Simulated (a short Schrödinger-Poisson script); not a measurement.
Solved with a short Schrödinger-Poisson script written for these runs: one-band effective-mass equation with BenDaniel-Duke matching, electrons, heavy and light holes apart, hard walls at the outer ends, one valence edge for both holes (no strain splitting), no charge, excitons, band mixing or non-parabolicity; under a field the levels are quasi-bound states of a box, listed while three quarters of their weight lies within 4 nm of the wells.

System: single In0.2Ga0.8N/GaN quantum well.

From the first side: 12 nm GaN; 2.5 nm In0.2Ga0.8N, built-in field 2200 kV/cm; 12 nm GaN.

Constants are typed, rounded textbook-type inputs, not results; the design itself was drawn at random and stands for no fabricated device. In0.2Ga0.8N: direct gap (eV) 2.666, conduction-band edge (eV) 0, electron mass (mₑ) 0.174, heavy-hole mass 1.7, light-hole mass 0.3. GaN: direct gap (eV) 3.43, conduction-band edge (eV) 0.535, electron mass (mₑ) 0.2, heavy-hole mass 1.9, light-hole mass 0.33.

The valence-band edge of each layer lies one gap below its conduction-band edge. The electron's potential energy rises along the stack by the applied field and, inside the well alone, by the built-in field (unscreened; none in the barriers). Mesh 0.03 nm at interfaces.

Give the squared e1-hh1 overlap at zero applied field; the e1-hh1 transition at zero applied field (eV); the shift of e1-hh1 at 160 kV/cm (meV).

squared e1-hh1 overlap at zero applied field: 0.15; e1-hh1 transition at zero applied field (eV): 2.629; shift of e1-hh1 at 160 kV/cm (meV): -26.5. Excitons, screening of the built-in field, fields in the barriers and alloy fluctuations are left out, and strain enters only through the typed gaps and offsets, so measured lines lie elsewhere.
